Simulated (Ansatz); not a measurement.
C: isotropic strain −3.00 %

Base system: C in the diamond structure (space group Fd-3m, No. 227; a = 3.532 Å).

The change: an isotropic linear strain of −3.00 %; the atoms relax in the strained cell.

Calculations: LDA/PAW in Ansatz (a program for electronic structure), no spin-orbit coupling. Γ-centred 16×16×16 mesh, Fermi–Dirac width 0.05 eV.

The volume per atom falls by 0.48 Å³ (5.51 Å³ → 5.03 Å³) and the space group remains Fd-3m (No. 227). The shortest interatomic distance drops by 0.046 Å (1.529 Å → 1.483 Å) and the energy grows by 70 meV/atom. The pressure goes from zero to 50.37 GPa and the band gap goes up by 0.234 eV (4.17 eV → 4.41 eV). The electron mass goes from 1.8 mₑ along k, 0.29 mₑ across (off the special points) to 1.7 mₑ along k, 0.29 mₑ across (off the special points).

Final structure:

```
CELL_PARAMETERS angstrom
      0.00000     1.71290     1.71290
      1.71290     0.00000     1.71290
      1.71290     1.71290     0.00000
ATOMIC_POSITIONS crystal
  C  0.00000 0.00000 0.00000
  C  0.25000 0.25000 0.25000
```

Effective masses come from finite differences of ±0.01 Å⁻¹. Along k means along the line from Γ to the band edge. No phonon test of stability was made.
